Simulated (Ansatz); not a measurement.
## TiO2: response to strain

Consider TiO2 in the rutile structure (space group P4_2/mnm, No. 136).

```yaml
crystal:
  lattice:
    - [4.64344, 0.00000, 0.00000]
    - [0.00000, 4.64344, 0.00000]
    - [0.00000, 0.00000, 2.96380]
  atoms:
    - { symbol: Ti, position: [0.00000, 0.00000, 0.00000] }
    - { symbol: Ti, position: [0.50000, 0.50000, 0.50000] }
    - { symbol: O, position: [0.30513, 0.30513, 0.00000] }
    - { symbol: O, position: [0.80513, 0.19487, 0.50000] }
    - { symbol: O, position: [0.19487, 0.80513, 0.50000] }
    - { symbol: O, position: [0.69487, 0.69487, 0.00000] }
```

Strains are applied to the cell and any free atomic positions relax.

The values are results of plane-wave PAW DFT at the PBE level (Ansatz, a first-principles code, 420 eV), no spin-orbit coupling, not measurements.

Notes on the quantities. pressure: mean of the normal stresses, compression positive.

| isotropic strain (%) | pressure (GPa) |
|---|---|
| 0 | 0.0 |
| 0.6 | -3.7 |
| 1.2 | -7.0 |
| 1.8 | ? |
| 3 | -15.3 |

Q: Fit P = P₀ − Bδ + Cδ² with δ = (1 + ε)³ − 1 to the rows shown and predict the withheld row.

A: Least squares on the printed values gives P₀ = 0.0 GPa, B = 210 GPa (at held cell shape), C = 490 GPa (largest residual 0.0 GPa); this predicts -10.1 GPa, and the run gives -10.0 GPa, in agreement.

Stability against distortions was not tested. The final runs are not spin-polarised.
